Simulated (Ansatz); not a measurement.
Take GaN in the zinc blende structure (space group F-43m, No. 216; a = 4.4979 Å) as the base.

All numbers come from r2SCAN in Ansatz (plane waves to 500 eV, PAW, no spin-orbit coupling).

For the base:

The pressure comes out as 0.00 GPa, the band gap comes out as 2.17 eV and the hole mass is 0.18, 0.86, 0.86 mₑ (at Γ).

One thing is altered: the cell is scaled by 0.9950 in all directions; the atoms relax in the strained cell.

Problem. What happens to the pressure, band gap, energy relative to the base and hole mass?

Solution. The pressure goes from zero to 3.05 GPa; the band gap grows by 0.10 eV to 2.27 eV; the energy increases by 1.6 meV/atom; the hole mass (degenerate bands, along [100]) changes from 0.18, 0.86, 0.86 mₑ (at Γ) to 0.18, 0.85, 0.85 mₑ (at Γ).

Masses are band curvatures over ±0.01 Å⁻¹ around the edge. Whether these cells are dynamically stable was not tested. This is not the structure that GaN has at room temperature and ambient pressure.

Ansatz is a quantum-chemistry and plane-wave program.
